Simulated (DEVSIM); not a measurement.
Device: abrupt Ge n-p junction, at 300 K.

Layer 1 from the left is Ge, thickness (μm) 1.30, Nd (cm⁻³) 6.8e15, τn (s) 1.2e-7, τp (s) 1.2e-7. Layer 2 from the left is Ge, thickness (μm) 1.60, Na (cm⁻³) 1.3e14, τn (s) 1.2e-7, τp (s) 1.2e-7.

Left contact: ohmic. Right contact: ohmic. Voltage is applied to the left contact. Recombination: SRH at mid-gap. Mobility is constant in doping.

Constants are typed, rounded textbook-type inputs, not results; the design itself was drawn at random and stands for no fabricated device. Values at 300 K.

Ge: gap (eV) 0.664, affinity (eV) 4, permittivity 16, Nc (cm⁻³) 1.04e19, Nv (cm⁻³) 6e18, μn (cm²/Vs) 3900, μp (cm²/Vs) 1900.

Model (solved in DEVSIM): 1D drift-diffusion, Boltzmann statistics, complete ionisation; no tunnelling, impact ionisation, image-force lowering or self-heating.

What does the simulation give for the largest field in the device at zero bias, the dark forward voltage at 100 A/cm², the potential step across the device at zero bias?

largest field in the device at zero bias 4200 V/cm; dark forward voltage at 100 A/cm² 0.178 V; potential step across the device at zero bias 0.197 V.
